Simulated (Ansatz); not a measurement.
1T (CdI2-type) CaI2

Calculation: HSE06+SOC (PAW; Ansatz, a program for electronic structure).

Settings: plane-wave cutoff 460 eV, 6×6×4 k mesh (along the axes of the cell as run), Fermi–Dirac smearing 0.01 eV, PAW data made under PBE.

Cell (measured lattice):

CaI₂ has the trigonal space group P-3m1 (No. 164), the CdI2 type structure, Pearson symbol hP3. Lattice parameters: a = 4.480 Å, b = 4.480 Å, c = 6.960 Å, α = 90.00°, β = 90.00°, γ = 120.00°. Ca on 1a is coordinated by 6 I at 3.117 Å (octahedral). I on 2d has 3 Ca at 3.117 Å (trigonal pyramidal). (Neighbours: up to the widest gap in distance over summed covalent radii, below 1.35, at either atom; cation-cation and far metal-metal contacts left out.)

```json
{
  "band_gap": "4.28 eV (on the SCF k mesh) (indirect)",
  "smallest_direct_gap_on_the_k_points_sampled": "4.91 eV"
}
```

Note: cell and atoms aren't relaxed at this level (largest force component 0.07 eV/Å, pressure 1.0 GPa).

Computed values are for the static lattice.

It cost roughly 14 core-minutes of CPU time.
